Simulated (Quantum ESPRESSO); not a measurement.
A self-consistent single point of YMg6Sn (Amm2, 8 atoms in the cell) with Quantum ESPRESSO.

Method: PBEsol-D3(0), SSSP 1.1.2 efficiency (PBE) pseudopotentials (plane waves; Quantum ESPRESSO 7.5).

```
YMg6Sn
1.0
    5.07398     0.00000     0.00000
    0.00000     3.29221     5.65101
    0.00000    -3.29221     5.65101
Y Mg Sn
1 6 1
Cartesian
  0.00000   0.00000   9.36610
  0.00000  -1.67350   6.55088
  0.00000   1.67350   6.55088
  0.00000   0.00000   3.79443
  2.53699  -1.57374   4.74855
  2.53699   1.57374   4.74855
  2.53699   0.00000   1.89908
  2.53699   0.00000   7.54953
```

Reference input (self-consistent single point, DFT, PBEsol, plane waves, SSSP 1.1.2 efficiency (PBE) pseudopotentials): ecutwfc = 40 Ry; ecutrho = 320 Ry; occupations = smearing; smearing = marzari-vanderbilt; degauss = 0.0073499 Ry; input_dft = pbesol; potentials = {Y: Y_pbe_v1.uspp.F.UPF, Mg: Mg.pbe-n-kjpaw_psl.0.3.0.UPF, Sn: Sn_pbe_v1.uspp.F.UPF}; K_POINTS = automatic 4 3 3 0 0 0; conv_thr = 1e-10 Ry; mixing_beta = 0.4. This run's input differs from it in these lines:

```diff
@@ -19,2 +19,5 @@
   input_dft = 'pbesol',
+  vdw_corr = 'grimme-d3',
+  dftd3_version = 3,
+  dftd3_threebody = .false.,
 /
```

Output, abridged:

```
     Self-consistent Calculation

     iteration #  1     ecut=    40.00 Ry     beta= 0.40

---- Real-time Memory Report at c_bands before calling an iterative solver
           452 MiB given to the printing process from OS
           107 MiB allocation reported by mallinfo(arena+hblkhd)
------------------

     Threshold (ethr) on eigenvalues was too large:
     Diagonalizing with lowered threshold

---- Real-time Memory Report at c_bands before calling an iterative solver
           495 MiB given to the printing process from OS
           145 MiB allocation reported by mallinfo(arena+hblkhd)
------------------

   [... lines left out ...]
           514 MiB given to the printing process from OS
           164 MiB allocation reported by mallinfo(arena+hblkhd)
------------------

     negative rho (up, down):  4.299E-02 0.000E+00

     total energy              =    -446.81995679 Ry
     estimated scf accuracy    <          1.1E-10 Ry

     iteration # 13     ecut=    40.00 Ry     beta= 0.40

---- Real-time Memory Report at c_bands before calling an iterative solver
           514 MiB given to the printing process from OS
           164 MiB allocation reported by mallinfo(arena+hblkhd)
------------------

     negative rho (up, down):  4.299E-02 0.000E+00
     End of self-consistent calculation

     the Fermi energy is     5.9152 ev

!    total energy              =    -446.81995679 Ry
     estimated scf accuracy    <          1.0E-11 Ry
     smearing contrib. (-TS)   =      -0.00056414 Ry
     internal energy E=F+TS    =    -446.81939265 Ry

     DFT-D3 Dispersion         =      -0.11473137 Ry
      -> PAW hartree energy AE =       4.92223154 Ry
      -> PAW hartree energy PS =      -4.91046298 Ry
      -> PAW xc energy AE      =    -190.54649216 Ry
      -> PAW xc energy PS      =       7.85964949 Ry
      -> total E_H with PAW    =      87.89720116 Ry
      -> total E_XC with PAW   =    -261.17840716 Ry

     convergence has been achieved in  13 iterations

     negative rho (up, down):  4.299E-02 0.000E+00

     Forces acting on atoms (cartesian axes, Ry/au):

   [... lines left out ...]
     Total force =     0.009512     Total SCF correction =     0.000007
   [... lines left out ...]

     DFT-D3 dispersion Force =     0.001253

     negative rho (up, down):  4.299E-02 0.000E+00
          total   stress  (Ry/bohr**3)                   (kbar)     P=      -11.77
  -0.00012179   0.00000000   0.00000000          -17.92        0.00        0.00
   0.00000000  -0.00004203   0.00000000            0.00       -6.18        0.00
   0.00000000   0.00000000  -0.00007625            0.00        0.00      -11.22

   JOB DONE.
```

The run converged in 13 iterations. Against the reference run the pressure goes from -0.03 to -1.18 GPa and the largest force goes from 0.156 to 0.149 eV/Å.

The starting cell comes from a database of computed structures (which also holds hypothetical and non-ambient phases and stackings), without a prior relaxation at this level. Its lattice was rescaled by a random factor within 2.5 % of one.

Cost on one core of a shared machine: roughly 2 min.
